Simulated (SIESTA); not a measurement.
**A self-consistent single point of BaAgSbS3 (C2/c, 24 atoms in the cell) with SIESTA**

Level of theory: LDA PW92, numerical atomic orbitals DZP, PseudoDojo LDA standard norm-conserving potentials (rewritten from UPF to PSML) (SIESTA).

Input as run:

```
# files in the folder: Ba.psml Ag.psml Sb.psml S.psml (PseudoDojo LDA standard)
SystemName  BaAgSbS3
SystemLabel baagsbs3

NumberOfAtoms                24
NumberOfSpecies              4
%block ChemicalSpeciesLabel
  1 56 Ba
  2 47 Ag
  3 51 Sb
  4 16 S
%endblock ChemicalSpeciesLabel
LatticeConstant              1.0 Ang
%block LatticeVectors
     4.740535000   -4.103300000    0.000000000
     4.740535000    4.103300000    0.000000000
    -3.472275000    0.000000000   17.067995000
%endblock LatticeVectors
AtomicCoordinatesFormat      Ang
%block AtomicCoordinatesAndAtomicSpecies
     5.995503313    1.019916248    1.887208207  1
     0.013291687   -1.019916248   15.180786793  1
     1.749429187    1.019916248    6.646789293  1
     4.259365813   -1.019916248   10.421205707  1
     3.872466250    3.486902274    4.266998750  2
     2.136328750   -3.486902274   12.800996250  2
     3.872466250   -1.601435924    4.266998750  2
     2.136328750    1.601435924   12.800996250  2
     1.325458815    1.179944948    1.371072038  3
     4.683336185   -1.179944948   15.696922962  3
     6.419473685    1.179944948    7.162925462  3
    -0.410678685   -1.179944948    9.905069538  3
     6.222404147   -1.882922304    3.655281809  4
    -0.213609147    1.882922304   13.412713191  4
     1.522528353   -1.882922304    4.878715691  4
     4.486266647    1.882922304   12.189279309  4
     3.144559226   -0.465806616    1.393601792  4
     2.864235774    0.465806616   15.674393208  4
     4.600373274   -0.465806616    7.140395708  4
     1.408421726    0.465806616    9.927599292  4
     4.190270579    3.743030260    1.799308033  4
     1.818524421   -3.743030260   15.268686967  4
     3.554661921    3.743030260    6.734689467  4
     2.454133079   -3.743030260   10.333305533  4
%endblock AtomicCoordinatesAndAtomicSpecies

XC.functional                LDA
XC.authors                   PW92
PAO.BasisSize                DZP
PAO.EnergyShift              0.005 Ry
MeshCutoff                   350 Ry
%block kgrid.MonkhorstPack
    3   0   0  0.0
    0   3   0  0.0
    0   0   1  0.0
%endblock kgrid.MonkhorstPack
OccupationFunction           FD
ElectronicTemperature        10 K

MaxSCFIterations             150
SCF.Mixer.Method             Broyden
SCF.Mixer.Weight             0.2
SCF.Mixer.History            6
SCF.DM.Tolerance             1.0E-04
Diag.ParallelOverK           true
WriteForces                  true
Charge.Mulliken              end
```

The program printed (abridged):

```
reinit: Reading from file input.fdf

reinit: System Name: BaAgSbS3
reinit: System Label: baagsbs3

coor:   Atomic-coordinates input format  =     Cartesian coordinates
coor:                                          (in Angstroms)

siesta: Atomic coordinates (Bohr) and species
siesta:     11.32986   1.92736   3.56631  1        1
siesta:      0.02512  -1.92736  28.68753  1        2
siesta:      3.30594   1.92736  12.56061  1        3
siesta:      8.04903  -1.92736  19.69322  1        4
siesta:      7.31790   6.58929   8.06346  2        5
siesta:      4.03708  -6.58929  24.19038  2        6
siesta:      7.31790  -3.02628   8.06346  2        7
siesta:      4.03708   3.02628  24.19038  2        8
siesta:      2.50475   2.22977   2.59095  3        9
siesta:      8.85022  -2.22977  29.66289  3       10
siesta:     12.13105   2.22977  13.53597  3       11
siesta:     -0.77607  -2.22977  18.71787  3       12
siesta:     11.75864  -3.55821   6.90748  4       13
siesta:     -0.40366   3.55821  25.34635  4       14
siesta:      2.87716  -3.55821   9.21944  4       15
siesta:      8.47782   3.55821  23.03440  4       16
siesta:      5.94236  -0.88025   2.63353  4       17
siesta:      5.41262   0.88025  29.62031  4       18
siesta:      8.69345  -0.88025  13.49339  4       19
siesta:      2.66153   0.88025  18.76044  4       20
siesta:      7.91846   7.07330   3.40020  4       21
siesta:      3.43651  -7.07330  28.85364  4       22
siesta:      6.71734   7.07330  12.72672  4       23
siesta:      4.63764  -7.07330  19.52712  4       24

siesta: System type = bulk

initatomlists: Number of atoms, orbitals, and projectors:     24   340   432

siesta: ******************** Simulation parameters ****************************
redata: Spin configuration                          = none
redata: Time-Reversal Symmetry                      = T
redata: Number of Atomic Species                    =        4
   [... lines left out ...]
diag: Parallel distribution                         =     1 x     1
diag: Used triangular part                          = Lower
diag: Absolute tolerance                            =  0.100E-15
diag: Orthogonalization factor                      =  0.100E-05
diag: Memory factor                                 =  1.0000

superc: Internal auxiliary supercell:     5 x     5 x     3  =      75
superc: Number of atoms, orbitals, and projectors:   1800  25500  32400

                        Single-point calculation

superc: Internal auxiliary supercell:     5 x     5 x     3  =      75
superc: Number of atoms, orbitals, and projectors:   1800  25500  32400

outcell: Unit cell vectors (Ang):
        4.740535   -4.103300    0.000000
        4.740535    4.103300    0.000000
       -3.472275    0.000000   17.067995

outcell: Cell vector modules (Ang)   :    6.269748    6.269748   17.417610
outcell: Cell angles (23,13,12) (deg):     98.6693     98.6693     81.7574
outcell: Cell volume (Ang**3)        :    664.0077
new_DM -- step:     1
Initializing Density Matrix...

Attempting to read DM from file... Failed...
DM filled with atomic data:

InitMesh: MESH = 72 x 72 x 200 = 1036800
InitMesh: Mesh cutoff (required, used) =   350.000   378.719 Ry

stepf: Fermi-Dirac step function
        iscf     Eharris(eV)        E_KS(eV)     FreeEng(eV)     dDmax    Ef(eV) dHmax(eV)
   scf:    1   -33283.128331   -33377.408849   -33377.408849  1.682147 -3.246832 19.565934
   scf:    2   -33427.738162   -33412.104663   -33412.104663  0.483372 -4.494047  3.846263
   scf:    3   -33416.325802   -33414.654379   -33414.654379  0.086334 -4.851438  1.630378
   scf:    4   -33415.322903   -33415.085650   -33415.085650  0.049839 -5.093881  0.548870
   scf:    5   -33415.183836   -33415.141714   -33415.141714  0.019724 -3.870527  0.263217
   scf:    6   -33415.165597   -33415.156017   -33415.156017  0.014663 -3.887988  0.026843
   scf:    7   -33415.156608   -33415.156501   -33415.156501  0.001670 -3.889406  0.024345
   scf:    8   -33415.156739   -33415.156647   -33415.156647  0.000705 -3.890321  0.007191
   scf:    9   -33415.156693   -33415.156672   -33415.156672  0.000438 -3.889667  0.001760
   scf:   10   -33415.156679   -33415.156676   -33415.156676  0.000142 -3.889477  0.000818
   scf:   11   -33415.156677   -33415.156676   -33415.156676  0.000063 -3.889399  0.000497
SCF Convergence by DM+H criterion
max |DM_out - DM_in|         :     0.0000628689
max |H_out - H_in|      (eV) :     0.0004969262
SCF cycle converged after 11 iterations

Using DM_out to compute the final energy and forces

siesta: E_KS(eV) =           -33415.1567

siesta: E_KS - E_eggbox =    -33415.1567

siesta: Atomic forces (eV/Ang):
     1   -0.012810   -0.002670    0.089259
     2    0.012810    0.002670   -0.089259
     3    0.012810   -0.002670   -0.089259
   [... 21 lines left out ...]
   Tot   -0.000000    0.000000    0.000000
   Max    0.331394
   Res    0.195617    sqrt( Sum f_i^2 / 3N )
   Max    0.331394    constrained

Stress tensor Voigt[x,y,z,yz,xz,xy] (kbar):       32.11       26.97       35.12       -0.00       -0.52        0.00
(Free)E + p*V (eV/cell)   -33428.1688
Target enthalpy (eV/cell)   -33415.1567

siesta: Program's energy decomposition (eV):
siesta: Ebs     =     -5676.058420
siesta: Eions   =     46040.444537
siesta: Ena     =      6998.128743
siesta: Ekin    =     13502.811236
siesta: Enl     =     -1390.176339
siesta: Eso     =         0.000000
siesta: Edftu   =         0.000000
siesta: DEna    =       185.191296
siesta: DUscf   =         7.305592
siesta: DUext   =         0.000000
siesta: Ex      =     -6078.254944
siesta: Ec      =      -599.717724
siesta: Exc     =     -6677.972667
siesta: Eharris =    -33415.156677
siesta: Etot    =    -33415.156676
siesta: FreeEng =    -33415.156676

siesta: Atomic forces (eV/Ang):
siesta:      1   -0.012810   -0.002670    0.089259
siesta:      2    0.012810    0.002670   -0.089259
siesta:      3    0.012810   -0.002670   -0.089259
siesta:      4   -0.012810    0.002670    0.089259
siesta:      5   -0.000000    0.093669    0.000000
siesta:      6   -0.000000   -0.093669    0.000000
siesta:      7   -0.000000   -0.224081   -0.000000
siesta:      8   -0.000000    0.224081    0.000000
siesta:      9   -0.032589    0.180472   -0.318936
siesta:     10    0.032589   -0.180472    0.318936
siesta:     11    0.032589    0.180472    0.318936
siesta:     12   -0.032589   -0.180472   -0.318936
siesta:     13   -0.079403    0.331394    0.260029
   [... lines left out ...]
siesta: Cell volume =        664.007722 Ang**3
siesta:         -31.39676362        -25.96196831  kBar
   [... lines left out ...]

              0.095   0.094

Species: S
Atom  Qatom  Qorb
               3s      3s      3py     3pz     3px     3py     3pz     3px
               3Pdxy   3Pdyz   3Pdz2   3Pdxz   3Pdx2-y2
  13  6.328   1.659   0.090   1.692   1.512   1.301  -0.086  -0.080   0.113
              0.024   0.023   0.033   0.026   0.021
  14  6.328   1.659   0.090   1.692   1.512   1.301  -0.086  -0.080   0.113
   [... 21 lines left out ...]

mulliken: Qtot =      248.000

Mulliken Atomic Populations:
Atom #   charge [q] valence [e]  Species
     1     1.070341    8.929659  Ba
     2     1.070341    8.929659  Ba
     3     1.070341    8.929659  Ba
     4     1.070341    8.929659  Ba
     5    -0.148175   19.148175  Ag
     6    -0.148175   19.148175  Ag
     7    -0.123610   19.123610  Ag
     8    -0.123610   19.123610  Ag
     9     0.273196   14.726804  Sb
    10     0.273196   14.726804  Sb
    11     0.273196   14.726804  Sb
    12     0.273196   14.726804  Sb
    13    -0.328329    6.328329  S
    14    -0.328329    6.328329  S
    15    -0.328329    6.328329  S
    16    -0.328329    6.328329  S
    17    -0.499902    6.499902  S
    18    -0.499902    6.499902  S
    19    -0.499902    6.499902  S
    20    -0.499902    6.499902  S
    21    -0.379414    6.379414  S
    22    -0.379414    6.379414  S
    23    -0.379414    6.379414  S
    24    -0.379414    6.379414  S
 Total    -0.000000
```

The run converged in 11 iterations.

The starting cell comes from a database of computed structures (which also holds hypothetical and non-ambient phases and stackings), without a prior relaxation at this level. Values carry the incompleteness of an atom-centred basis. With a pressure of about -3 GPa the cell is away from its equilibrium volume at this level.

Cost on one core of a shared machine: roughly 2 min.
